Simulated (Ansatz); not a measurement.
The parent structure is ZrN in the rock salt structure (space group Fm-3m, No. 225; a = 4.552 Å).

Now apply this change: full substitution Zr → Hf, then cell and atoms are relaxed.

Levels (all Ansatz, a program for electronic structure, PAW): PBEsol (420 eV, no spin-orbit coupling); PBEsol+SOC (420 eV, noncollinear with spin-orbit coupling).

The geometry is relaxed with PBEsol.

| Property | Result |
|---|---|
| PBEsol pressure | 0.0 GPa |

### Question
How does going to PBEsol+SOC change the pressure?

### Answer
The pressure goes from zero to -0.4 GPa.

Single points use the geometry relaxed with PBEsol. The spin-orbit shifts are approximate. Stability against distortions was not tested. The runs without spin-orbit coupling are not spin-polarised. An odd electron count without spin: HfN and ZrN.
